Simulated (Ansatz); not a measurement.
# Pt: pressure series

The parent structure is Pt in the hcp (Mg type) structure (space group P6_3/mmc, No. 194; a = 2.729 Å, c = 4.694 Å; a cell from a computed database, its experimental status unchecked).

Cell and atoms are relaxed at each pressure.

Calculations: PBEsol (Ansatz, a first-principles code), spin-orbit coupling left out.

```json
[
 {"P (GPa)": "-2.02", "V (Å³/atom)": "15.248"},
 {"P (GPa)": "-1.02", "V (Å³/atom)": "15.192"},
 {"P (GPa)": "0.30", "V (Å³/atom)": "15.120"},
 {"P (GPa)": "0.70", "V (Å³/atom)": "15.099"},
 {"P (GPa)": "1.49", "V (Å³/atom)": "15.057"},
 {"P (GPa)": "3.00", "V (Å³/atom)": "14.979"},
 {"P (GPa)": "5.00", "V (Å³/atom)": "14.880"},
 {"P (GPa)": "7.51", "V (Å³/atom)": "14.761"},
 {"P (GPa)": "10.01", "V (Å³/atom)": "14.649"}
]
```

Question: Fit a third-order Birch–Murnaghan equation of state.

Answer: Least squares on P(V) = (3B₀/2)[(V₀/V)^(7/3) − (V₀/V)^(5/3)]·[1 + (3/4)(B₀′ − 4)((V₀/V)^(2/3) − 1)] gives V₀ = 15.14 Å³/atom, B₀ = 280 GPa and B₀′ = 5.4.

Load acts through the strain it causes; cell and atoms are relaxed under it. Stability against distortions was not tested. Competing high-pressure phases were not computed. All final runs are without spin polarisation. Pt has a high density of states at the Fermi level and may be magnetic at this level. This is not the structure that Pt has at room temperature and ambient pressure.
